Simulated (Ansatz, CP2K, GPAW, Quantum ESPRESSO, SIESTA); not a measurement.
Ba₃Te (I4/mmm, 4 atoms in the cell) computed with different codes at matched settings

Self-consistent single point.

```
CELL_PARAMETERS angstrom
     -2.63485     2.63485     6.59543
      2.63485    -2.63485     6.59543
      2.63485     2.63485    -6.59543
ATOMIC_POSITIONS crystal
  Ba 0.75000 0.25000 0.50000
  Ba 0.25000 0.75000 0.50000
  Ba 0.50000 0.50000 0.00000
  Te 0.00000 0.00000 0.00000
```

Shared settings, as Ansatz (a quantum-chemistry and plane-wave program) writes them: kpoints.mp_grid.grid = 6 6 6; scf.occupations.method = gaussian; scf.occupations.width = 0.02 Ry. Potentials and cutoffs stand in the table.

```tsv
code	model	pressure (GPa)	cutoff
SIESTA	LDA PW92, numerical atomic orbitals DZP, PseudoDojo LDA standard norm-conserving potentials (rewritten from UPF to PSML)	7.95	grid 350 Ry
Ansatz	LDA (PW92), PAW files made with PBE	-2.04	30.9 Ry
GPAW	LDA (Perdew-Wang 92), GPAW PAW datasets LDA (gpaw-data 1.0.1)	-1.86	600 eV
CP2K	LDA (Pade form), GPW, TZVP-MOLOPT-SR-GTH basis, GTH-PADE potentials (GTH_POTENTIALS)	-1.48	grid 500 Ry
Quantum ESPRESSO	LDA (PZ), GBRV 1.5 ultrasoft (LDA) pseudopotentials	-2.03	40 Ry
```

No clean gap comes from SIESTA, Ansatz, GPAW, CP2K and Quantum ESPRESSO: levels at the Fermi energy touch, overlap or are partly filled at this smearing.

On Ansatz's run: spin-orbit coupling is off.

The spread over the programs that give each value: pressure within 9.99 GPa.

SIESTA and CP2K use small atom-centred bases, whose incompleteness enters pressures, forces and empty levels differently from a plane-wave cutoff. Ansatz's pressure is given at a fixed set of plane waves, as the other plane-wave codes print theirs. The same LDA comes in different parametrisations, which differ slightly. In the pressure, SIESTA (by 9.98) lies more than 1 GPa from the median of the plane-wave programs.

The starting cell comes from a database of computed structures (which also holds hypothetical and non-ambient phases and stackings), without a prior relaxation at this level. Its lattice was rescaled by a random factor within 2.5 % of one.

Left out of this page: Elk (not drawn, or without a comparable value).

Keys are those of Ansatz 0.2.
